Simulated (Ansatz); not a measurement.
We consider zinc-blende KBr (model structure), described by HSE06 (Ansatz, a first-principles code, PAW).

Numerical settings: plane-wave cutoff 500 eV, 6×6×6 k mesh, gaussian smearing 0.02 eV, scalar-relativistic PAW data made under PBE.

Cell (relaxed at this level):

```
CELL_PARAMETERS angstrom
      0.00000     3.70588     3.70588
      3.70588     0.00000     3.70588
      3.70588     3.70588     0.00000
ATOMIC_POSITIONS crystal
  K  0.00000 0.00000 0.00000
  Br 0.25000 0.25000 0.25000
```

Question: Estimate the band gap that the calculation returns.

Answer: 
- band gap = 5.37 eV (on the SCF k mesh)

Note: the relaxation could raise the start's symmetry but not lower it, so the cell can be a saddle point.

Spin–orbit coupling is not included.

A model structure was made by putting elements into a prototype or built by hand; it is no filed structure, need not be a known phase, and can be a saddle point held by its symmetry.
